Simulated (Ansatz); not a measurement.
**Pressure series in Cd3As2**

Consider Cd3As2 (space group Pn-3m, No. 224; a cell from a computed database, its experimental status unchecked).

```cif
data_As4Cd6
_chemical_formula_sum 'Cd6 As4'
_space_group_name_H-M_alt 'P 1'
_space_group_IT_number 1
_cell_length_a 6.33312
_cell_length_b 6.33312
_cell_length_c 6.33312
_cell_angle_alpha 90.000
_cell_angle_beta 90.000
_cell_angle_gamma 90.000
loop_
_space_group_symop_operation_xyz
  'x, y, z'
loop_
_atom_site_label
_atom_site_type_symbol
_atom_site_fract_x
_atom_site_fract_y
_atom_site_fract_z
_atom_site_occupancy
Cd1 Cd 0.50000 0.00000 0.50000 1
Cd2 Cd 0.50000 0.00000 0.00000 1
Cd3 Cd 0.50000 0.50000 0.00000 1
Cd4 Cd 0.00000 0.50000 0.00000 1
Cd5 Cd 0.00000 0.50000 0.50000 1
Cd6 Cd 0.00000 0.00000 0.50000 1
As1 As 0.25000 0.75000 0.75000 1
As2 As 0.75000 0.75000 0.25000 1
As3 As 0.75000 0.25000 0.75000 1
As4 As 0.25000 0.25000 0.25000 1
```

Cell and atoms are relaxed at each pressure.

All numbers come from PBEsol/PAW in Ansatz (an electronic-structure program), scalar-relativistic without spin-orbit coupling.

```
change               density  shortest interatomic distance
----------------  ----------  -----------------------------
base              6.37 g/cm³                        2.742 Å
pressure −2 GPa   6.11 g/cm³                        2.780 Å
pressure −1 GPa   6.25 g/cm³                        2.760 Å
pressure 0.3 GPa  6.40 g/cm³                        2.737 Å
pressure 0.7 GPa  6.45 g/cm³                        2.731 Å
pressure 1.5 GPa  6.53 g/cm³                        2.719 Å
pressure 3 GPa    6.69 g/cm³                        2.698 Å
pressure 5 GPa    6.88 g/cm³                        2.673 Å
pressure 7.5 GPa  7.09 g/cm³                        2.646 Å
pressure 10 GPa   (withheld)                     (withheld)
```

Task: Some entries are withheld; estimate them.

Result: 
- pressure 10 GPa, density: 7.28 g/cm³
- pressure 10 GPa, shortest interatomic distance: 2.623 Å

Load acts through the strain it causes; cell and atoms are relaxed under it. Whether these cells are dynamically stable was not tested. No other phases were tried under pressure. All final runs are without spin polarisation.
